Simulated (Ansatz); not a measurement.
The reference is CdTe in the zinc blende structure (space group F-43m, No. 216; a = 6.409 Å). Axes: x, y, z lie along the cube axes.

Method: LDA/PAW in Ansatz (an electronic-structure program), scalar-relativistic without spin-orbit coupling.

Before the change:

| Item | Value |
|---|---|
| Band gap | 0.61 eV |

Now apply this change: biaxial strain +0.83 %, plane normal [111], relaxed out of plane (Cartesian); in-plane vectors clamped, the third vector and the atoms free.

**Question.** Estimate the effect on the band gap.

**Answer.** The band gap falls by 0.08 eV (0.61 eV → 0.53 eV).

**Question.** What happens to the ratio −ε⊥/ε∥?

**Answer.** The ratio −ε⊥/ε∥ amounts to 0.85.

**Question.** What does the calculation give for the in-plane stress after the change?

**Answer.** The mean in-plane stress (compression positive) amounts to -0.6 GPa.

With Te present, leaving out spin-orbit coupling can change the band edges. No phonon test of stability was made.
